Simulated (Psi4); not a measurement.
Psi4 1.11, TPSS/def2-svp: Ta(SH)4(OSiH3) ([SiH3][O][Ta]([SH])([SH])([SH])[SH]), 14 atoms. The geometry is a generated start, not checked to be a minimum at this level.

| Item | Value |
|---|---|
| task | energy |
| method | tpss |
| basis | def2-svp |
| memory | 3 GB |
| maxiter | 100 |
| keys of the molecule block | symmetry c1 |
| scf_type | df (default) |
| e_convergence | 1e-06 (default) |
| d_convergence | 1e-06 (default) |
| dft_radial_points | 75 (default) |
| dft_spherical_points | 302 (default) |
| effective core potentials | those of the basis set, past Kr |
| basis functions | 171 |
| grid points | 298555 |

```xyz
14

Ta    -0.9151    -0.2623     0.2013
S     -0.3856    -2.0768     1.7421
H      0.8994    -1.8150     1.9345
S     -3.2270    -0.8574     0.1691
H     -3.7321    -0.3514    -0.9440
S     -1.3775     1.8794     1.2844
H     -0.1366     2.3403     1.3772
S     -0.7493    -0.5538    -2.2450
H     -1.8849    -1.1935    -2.5047
O      0.8432     0.2260     0.0758
Si     2.3934     0.6000    -0.2283
H      3.1534    -0.5237     0.3288
H      2.6223     1.8591     0.4885
H      2.4964     0.7290    -1.6797
```

Charge 0 and multiplicity 1 are set for this test and not shown to be the ground state.

With the defaults (diis = true, scf_initial_accelerator = adiis, damping_percentage = 0, diis_start = 1, guess = auto, which took SAD, diis_max_vecs = 10) it converges in 11 SCF iterations. One run each on 2 threads, with these changes:
- diis = false, scf_initial_accelerator = none, damping_percentage = 60
- guess = huckel
- scf_initial_accelerator = ediis
- scf_initial_accelerator = none
- guess = sap
- guess = sadno
- diis_start = 4
- guess = modhuckel
- diis_max_vecs = 3

### Question
Which of these changes keep the SCF from converging, or lead it to another solution?

### Answer
No convergence: diis = false, scf_initial_accelerator = none, damping_percentage = 60 (the run ends without SCF convergence in 100 iterations). The rest reach the solution of the defaults.

| setting | SCF iterations | end |
|---|---|---|
| the defaults | 11 | same solution |
| scf_initial_accelerator = ediis | 11 | same solution |
| scf_initial_accelerator = none | 12 | same solution |
| guess = modhuckel | 14 | same solution |
| guess = huckel | 15 | same solution |
| guess = sadno | 16 | same solution |
| guess = sap | 17 | same solution |
| diis_start = 4 | 21 | same solution |
| diis_max_vecs = 3 | 46 | same solution |
| diis = false, scf_initial_accelerator = none, damping_percentage = 60 | 100 | no convergence |

1 further run of the study ended by our limits or in an error and is left out.
